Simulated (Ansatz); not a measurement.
AlB2-type ZrB2 was calculated with LDA (Ansatz, a program for electronic structure, PAW).

Settings: plane-wave cutoff 520 eV, 18×18×12 k mesh (along the axes of the cell as run), Fermi–Dirac smearing 0.1 eV, perturbation theory, force constants from a 6×6×4 q mesh, scalar-relativistic PAW data made under PBE.

### Question
Estimate the zero-point energy that the calculation returns.

### Answer

- zero-point energy: 0.092 eV/atom

The result took about 90 core-minutes (a rough figure).
